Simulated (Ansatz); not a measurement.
The starting structures come from a database of crystals and need not be the phases stable at ambient conditions.

 Where the default PAW files enter, the runs use the earlier of Ansatz's two default sets.

Tunnelling through a barrier is set by its complex band structure: the current falls as exp(−2κd) with the smallest κ.

Input:

```
CELL_PARAMETERS angstrom
      5.67936     0.00000     0.00000
     -2.69811     4.99753     0.00000
      0.02623     0.04397     5.99855
ATOMIC_POSITIONS crystal
  Li 0.03603 0.68507 0.87371
  Li 0.96397 0.31493 0.12629
  Li 0.31493 0.96397 0.12629
  Li 0.68507 0.03603 0.87371
  Ca 0.31522 0.68478 0.50000
  Ca 0.68478 0.31522 0.50000
  Ca 0.50000 0.50000 0.00000
  Si 0.88104 0.88104 0.33076
  Si 0.11896 0.11896 0.66924
  N  0.36487 0.06625 0.79076
  N  0.63513 0.93375 0.20924
  N  0.93375 0.63513 0.20924
  N  0.06625 0.36487 0.79076
  N  0.80749 0.80749 0.63293
  N  0.19251 0.19251 0.36707
```

Space group of this cell: C2/m. The cell is taken as given; by PBEsol its mean pressure is -3.2 GPa.

Transport runs along the normal of the first two printed cell vectors.

The gap is the functional's own, uncorrected, and κ follows it; spin-orbit coupling is left out. Mid-gap values are interpolated between the computed energies.

**Question.** Predict the band gap and the smallest decay constant κ at mid-gap from PBEsol run with Ansatz (a program for electronic structure).

**Answer.** Gap 2.25 eV on a 6×6×6 mesh; κ = 0.289 1/Å, at the zone centre.
